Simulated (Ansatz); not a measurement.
Abridged Ansatz (a quantum-chemistry and plane-wave program) output:

```
Relaxation: its limit of steps is 50 (relax.max_steps)
Pseudopotential: C, paw, valence charge 4
Crystal: 2 atoms, lattice volume = 11.297 Å³
Basis set: ecut = 420 eV, 229 PW (Γ), exchange–correlation on 36×36×36 points (8 copies of the dense FFT grid, shifted against one another)
Bands: 8, of which v1, the nominal top of the filled ones, is band 4 counted from 1 (3 counted from 0)
Symmetry: 48 space group operations
k-points: 145 of 4096
Functional: x = pbesol(κ = 0.804, μ = 0.12345679012345678), c = pbesol(β = 0.046)
SCF iter   1: F=—  HF=-493.907496 eV  |F-HF|=—  |Δ(HF+E_count)|=         —  Δρ=1.37e-1  dr2=1.47e0  ethr=3.10e-3  ⟨swp⟩=4.5  Hψ=7407  notcnv=0
SCF iter   2: F=—  HF=-493.417982 eV  |F-HF|=—  |Δ(HF+E_count)|=   4.90e-1  Δρ=5.84e-2  dr2=2.55e-1  ethr=3.10e-3  ⟨swp⟩=3.0  Hψ=3371  notcnv=0
SCF 1 converged in 7 iterations: F = -493.336837 eV  dr2 = 7.44e-15
relax step   1: F+E_penalty+E_count = -493.33683685 eV  Δ(F+E_penalty+E_count) = +0.000e0 eV  max|allowed force component| = 2.776e-17 eV/Å  Δτ_max = 0.0000 Å  (7 SCF iters, accepted)
SCF converged after 7 iterations
Free energy (F): -493.336837 eV
Internal energy: -493.336837 eV  (E = F + TS)
E sigma→0 (E₀):  -493.336837 eV
Fermi energy:    15.387716 eV
--- Forces (eV/Å), atoms counted from 1 ---
  atom   1  C     -0.00000000     0.00000000    -0.00000000
  atom   2  C     -0.00000000     0.00000000     0.00000000
--- Stress (GPa, compression-positive) ---
       -3.058620       0.000000       0.000000
       -0.000000      -3.058620       0.000000
        0.000000       0.000000      -3.058620
  P = ⅓ Tr σ = -3.0586 GPa (-30.586 kbar)
--- Relaxed structure (1 steps of the walk, 1 accepted, 0 SCFs on fresh bases) ---
  atoms:
    - { symbol: C, position: [0.5, 0.5, 0.5] }
    - { symbol: C, position: [0.7500000000000001, 0.7500000000000001, 0.7500000000000001] }
```

### Question
What was computed, and what are the main results?

### Answer
C, 2 atoms in the cell, with plane-wave PAW DFT at the PBEsol level (Ansatz, 420 eV), without spin-orbit coupling, earlier PAW set. The last SCF converged to F = -493.336837 eV, or -246.6684 eV per atom, at a pressure of -3.06 GPa. The total energy compares only with runs of the same code, potentials and settings.

The cells carry an imposed strain or load. Stability against distortions was not tested. The cell was made from C in the diamond structure (space group Fd-3m, No. 227) by this change: isotropic strain +0.23 %.

Keys are those of Ansatz 0.2.
